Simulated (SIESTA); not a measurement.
A self-consistent single point of a (110) slab of Li (cut from a parent of space group no. 229; 4 atoms in the cell) with SIESTA.

Method of the run: GGA PBEsol, numerical atomic orbitals DZP, PseudoDojo PBEsol standard norm-conserving potentials (rewritten from UPF to PSML) in SIESTA 5.4.2.

```
CELL_PARAMETERS angstrom
      3.03150     0.00000     0.00000
     -4.04200     2.85812     0.00000
      0.00000     0.00000    21.42560
ATOMIC_POSITIONS crystal
  Li 0.00000 0.00000 0.32671
  Li 0.00000 0.50000 0.44224
  Li 0.00000 0.00000 0.55776
  Li 0.00000 0.50000 0.67329
```

Reference input (self-consistent single point, DFT, GGA PBEsol, numerical atomic orbitals DZP, PseudoDojo PBEsol standard norm-conserving potentials (rewritten from UPF to PSML)): XC.functional = GGA; XC.authors = PBEsol; potentials = PseudoDojo PBEsol standard; PAO.BasisSize = DZP; PAO.EnergyShift = 0.005 Ry; MeshCutoff = 400 Ry; kgrid.MonkhorstPack = 17 17 1; OccupationFunction = MP; OccupationMPOrder = 0; ElectronicTemperature = 1160.45 K; PAO.Polarization.NonPerturbative = true; MaxSCFIterations = 150. This run's input differs from it in these lines:

```diff
@@ -28,3 +28,3 @@
 PAO.Polarization.NonPerturbative true
-MeshCutoff                   400 Ry
+MeshCutoff                   280 Ry
 %block kgrid.MonkhorstPack
```

The program printed (abridged):

```
        iscf     Eharris(eV)        E_KS(eV)     FreeEng(eV)     dDmax    Ef(eV) dHmax(eV)
   scf:    1     -757.692255     -773.553412     -773.561134  0.937145 -5.979573 13.888039
   scf:    2     -777.983001     -777.570746     -777.581626  0.062332 -5.137817  1.612174
   scf:    3     -777.686563     -777.632409     -777.642674  0.011436 -5.010049  1.227206
   scf:    4     -777.728383     -777.705556     -777.716768  0.023874 -4.656253  0.207704
   scf:    5     -777.695719     -777.703834     -777.715027  0.003601 -4.615332  0.444512
   [... 2 lines left out ...]
   scf:    8     -777.707433     -777.707430     -777.718883  0.000207 -4.605616  0.011378
   scf:    9     -777.707410     -777.707420     -777.718887  0.000357 -4.607842  0.004325
   scf:   10     -777.707405     -777.707413     -777.718888  0.000191 -4.609021  0.001359
   scf:   11     -777.707410     -777.707411     -777.718888  0.000030 -4.609241  0.000602
SCF Convergence by DM+H criterion
max |DM_out - DM_in|         :     0.0000295381
max |H_out - H_in|      (eV) :     0.0006021331
SCF cycle converged after 11 iterations

Using DM_out to compute the final energy and forces

siesta: E_KS(eV) =             -777.7074

siesta: E_KS - E_eggbox =      -777.7074

siesta: Atomic forces (eV/Ang):
     1    0.000000   -0.000000    0.074032
     2    0.000000   -0.000000   -0.048528
     3   -0.000000   -0.000000    0.048645
     4   -0.000000   -0.000000   -0.074149
   Tot   -0.000000   -0.000000    0.000000
   Max    0.074149
   Res    0.036171    sqrt( Sum f_i^2 / 3N )
   Max    0.074149    constrained

Stress tensor Voigt[x,y,z,yz,xz,xy] (kbar):        1.32        2.22        3.66       -0.00       -0.00        1.09
(Free)E + p*V (eV/cell)     -777.9968
   [... lines left out ...]
siesta: FreeEng =      -777.718888
siesta: Cell volume =        185.639647 Ang**3
siesta:          -2.39856152         -1.16178528  kBar
   [... lines left out ...]

mulliken: Qtot =       12.000

Mulliken Atomic Populations:
Atom #   charge [q] valence [e]  Species
     1    -0.065503    3.065503  Li
     2     0.065490    2.934510  Li
     3     0.065497    2.934503  Li
     4    -0.065484    3.065484  Li
 Total    -0.000000

siesta: Electric dipole (a.u.)  =   -0.000000   -0.000000    0.000165
siesta: Electric dipole (Debye) =   -0.000000   -0.000000    0.000418
```

The run converged in 11 iterations. Against the reference run the free energy goes down by 1.2 meV/atom and the largest force stays at 0.074 eV/Å.

The starting cell has typed, rounded lattice constants, without a prior relaxation at this level. The slab is cut from that crystal, and its faces are unrelaxed. Its lattice was rescaled by up to half a per cent. Values carry the incompleteness of an atom-centred basis.

Cost on one core of a shared machine: roughly 40 s.
